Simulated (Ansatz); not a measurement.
# Report: zincblende ZnS (F-43m), uniaxial stress along [111]

Cell and atoms are relaxed with PBEsol to each stress (compression positive); bands and masses by PBEsol with spin-orbit coupling, rigid bands (plane waves, PAW; Ansatz, a program for electronic structure). Strains are changes of length against the unloaded cell.

```yaml
crystal:
  lattice:
    - [0.00000, 2.67815, 2.67815]
    - [2.67815, 0.00000, 2.67815]
    - [2.67815, 2.67815, 0.00000]
  atoms:
    - { symbol: Zn, position: [0.00000, 0.00000, 0.00000] }
    - { symbol: S, position: [0.25000, 0.25000, 0.25000] }
```

| stress (GPa) | strain [111] (%) | strain [1−10] (%) | gap (eV) | mean mₑ* |
|---|---|---|---|---|
| -2.00 | 1.66 | -0.39 | 1.983 | 0.177 |
| -1.00 | 0.83 | -0.20 | 2.027 | 0.178 |
| 0 | 0 | 0 | 2.067 | 0.179 |
| 1.00 | -0.83 | 0.21 | 2.055 | 0.180 |
| 2.00 | -1.66 | 0.42 | 2.034 | 0.181 |

[111] is the direction of the load; [11−2] strains as [1−10]. Masses are conductivity masses at 300 K in electron masses, harmonic means over x, y and z.

**Question.** From the two loads next to zero, find the Young modulus and the ratio of transverse to axial strain.

**Answer.** Between -1.00 and 1.00 GPa the strain along [111] changes by -1.66 % and that along [1−10] by 0.41 %. The modulus is 2.00/0.0166 = 120 GPa and the ratio of the strains 0.25 (PBEsol, atoms relaxed).

**Question.** How fast does the gap move on either side of zero load?

**Answer.** Under tension, (2.027 − 2.067) eV over -1.00 GPa = 40 meV/GPa, or about -4.8 eV per unit strain; under compression, (2.034 − 2.067) eV over 2.00 GPa = -17 meV/GPa, or about 2.0 eV per unit strain. The two slopes part by 57 meV/GPa; gaps are resolved to about 0.01 eV, which allows 15 meV/GPa, so they differ, even in sign: the gap has a turning point near zero load.

Masses are those of dilute carriers in rigid bands with one relaxation time, without polarons. Third decimals of gaps are kept for the arithmetic. Every relaxation keeps the zincblende phase (space group R3m under this load), so a transition, a distortion that breaks the symmetry or fracture can't show.
